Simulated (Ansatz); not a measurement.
We consider La2O (model structure, started from the Ca2N type, R-3m, No. 166, 3 atoms in the cell), described by r²SCAN in Ansatz (plane waves, PAW).

The run printed, among other lines:

```
Relaxation: its limit of steps is 80 (relax.max_steps)
Crystal: 3 atoms, lattice volume = 77.045 Å³
Basis set: ecut = 560 eV, 2341 PW (Γ), FFT grids on a1−a3, a2−a3, a3, exchange–correlation on 90×90×162 points (27 copies of the dense FFT grid, shifted against one another)
Bands: 18, of which v1, the nominal top of the filled ones, is band 14 counted from 1 (13 counted from 0)
Symmetry: 12 space group operations
Space group: R-3m (ITA 166), of the structure as read, at distance tolerance 4.3e-5 Å
k-points: 417 of 4096
Functional: x = r2scan, c = r2scan; τ floored in thin density (d = 2e-4 eV/Å³)
SCF iter   1: F=—  HF=-13100.786406 eV  |F-HF|=—  |Δ(HF+E_count)|=         —  Δρ=1.69e-2  dr2=3.12e-1  dr2_τ=8.97e-2
SCF iter   2: F=—  HF=-13100.919455 eV  |F-HF|=—  |Δ(HF+E_count)|=   1.33e-1  Δρ=6.69e-3  dr2=3.95e-2  dr2_τ=6.06e-3
  ...
SCF 1 converged in 8 iterations: F = -13100.918696 eV  dr2 = 5.45e-8
Crystal: 3 atoms, lattice volume = 77.045 Å³
Basis set: ecut = 560 eV, 2335 PW (Γ), FFT grids on a1−a3, a2−a3, a3, exchange–correlation on 90×90×162 points (27 copies of the dense FFT grid, shifted against one another)
Initial density: handed on by an earlier stage of this run
SCF 2 converged in 9 iterations: F = -13100.882187 eV  dr2 = 2.57e-7
Crystal: 3 atoms, lattice volume = 77.045 Å³
SCF 3 converged in 12 iterations: F = -13100.920271 eV  dr2 = 1.47e-12
Crystal: 3 atoms, lattice volume = 77.045 Å³
SCF 4 converged in 6 iterations: F = -13100.920295 eV  dr2 = 7.85e-9
Crystal: 3 atoms, lattice volume = 77.045 Å³
SCF iter   5: F=—  HF=-13100.920296 eV  |F-HF|=—  |Δ(HF+E_count)|=  6.18e-11  Δρ=9.00e-8  dr2=9.78e-12  dr2_τ=5.24e-13
SCF iter   6: F=-13100.920296 eV  HF=-13100.920296 eV  |F-HF|=1.82e-12  |Δ(HF+E_count)|=  7.28e-12  Δρ=3.33e-8  dr2=9.21e-13  dr2_τ=4.17e-14
SCF 5 converged in 6 iterations: F = -13100.920296 eV  dr2 = 9.21e-13
SCF converged after 6 iterations
Free energy (F): -13100.920296 eV
Internal energy: -13100.887759 eV  (E = F + TS)
E sigma→0 (E₀):  -13100.904027 eV
Fermi energy:    11.716193 eV
--- Forces (eV/Å), atoms counted from 1 ---
  atom   1  La     0.00000000    -0.00000000    -0.00030201
  atom   2  La    -0.00000000     0.00000000     0.00030201
  atom   3  O     -0.00000000     0.00000000     0.00000000
--- Stress (GPa, compression-positive) ---
        1.082347       0.000000       0.000000
        0.000000       1.082347       0.000000
        0.000000       0.000000       1.083881
  P = ⅓ Tr σ = 1.0829 GPa (10.829 kbar)
```

Problem. Write an input file that could have produced this run (the log leaves some choices open).

Solution. This is not unique; one that fits is 
Ansatz 0.2 input:
```yaml
crystal:
  lattice:
    - [1.8837820565, 1.0876022206, 6.2675050781]
    - [-1.8837820565, 1.0876022206, 6.2675050781]
    - [0.0, -2.1752040117, 6.2675051526]
  atoms:
    - { symbol: La, position: [0.7380209322, 0.7380209322, 0.7380209322] }
    - { symbol: La, position: [0.2619790678, 0.2619790678, 0.2619790678] }
    - { symbol: O, position: [0.0, 0.0, 0.0] }
basis:
  ecutwfc: 560
  ecutrho_ratio: 4
  xc_grid: 3
kpoints:
  mp_grid: { grid: [16, 16, 16] }
hamiltonian:
  xc: r2scan
  dispersion: none
  pseudopotentials: { kind: paw }
scf:
  occupations: { method: fermi_dirac, width: 0.05 }
output:
  forces: true
  stress: true
  eigenvalues: true
relax:
  f_tol: 0.004
  escape_saddle: false
  max_steps: 80
  cell: { stress_tol: 0.02, fix: [volume] }
```

The cell is one volume of an energy–volume scan, off the minimum.

The PAW data were made under PBE.

Note: the relaxation could raise the start's symmetry but not lower it, so the cell can be a saddle point. Note: the cell has widely spaced layers and the level no dispersion term, so their spacing and the moduli can rest on weak binding.

A model structure was made by putting elements into a prototype or built by hand; it is no filed structure, need not be a known phase, and can be a saddle point held by its symmetry.

Ansatz is a program for electronic structure.
